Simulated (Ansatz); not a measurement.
# WC: energy against strain

WC (WC type, P-6m2, 10.128 Å³/atom at rest, c along z) under a strain ε along a direction in the basal plane (axis x), the other axes held. LDA in Ansatz, a plane-wave DFT program (PAW, default set), 420 eV, 23×23×20 Γ-centred mesh, Fermi-Dirac smearing 0.10 eV; ions are relaxed within the symmetry of each cell.

Here s stands for strain and y for E less E0.

```csv
strain (%),E less E0 (meV/atom)
-1.50,5.49
-1.00,2.39
-0.50,0.58
0.00,0.00
0.50,0.62
1.00,2.39
1.50,5.27
3.00,?
```

Fit y of the 7 rows that show it with a parabola. Least squares gives y = 0.001 - 0.0443·s + 2.3905·s². Residuals (row less fit): 0.044, -0.046, -0.041, -0.001, 0.044, 0.043, -0.043; standard error 0.053 (degrees of freedom: 4). Twice the quadratic coefficient over the volume, 2 × 2.3905 meV × 10⁴ × 0.1602 / 10.128 Å³, is the elastic constant C11 = 756 ± 7 GPa.

**Question.** Estimate the missing y (s = 3.00); what did the run itself give?

**Answer.** y = 0.001 - 0.0443 × 3.0 + 2.3905 × 3.0² = 21.383 meV/atom. The calculation gives 20.21 meV/atom, 1.173 meV/atom below the prediction (5.8 % of the range of y in the table). The row lies outside the fitted rows, so this is an extrapolation. From the scatter of the fitted rows alone, a prediction at this place has a standard error of 0.203 meV/atom, so the miss is 5.8 times that.

One order more, fitted to all 13 runs of the series, follows each within 0.01, so the miss is the next term of a smooth law. In a metal these values are sensitive to mesh and smearing; energies are taken to zero smearing, stresses follow the free energy. Rows are the converged runs of the series near zero and its far end; series whose fitted rows scatter by over a few per cent of the range, as at a crossing or softening among them, aren't shown in this form. Most that stay on the fit to the last digits aren't either.
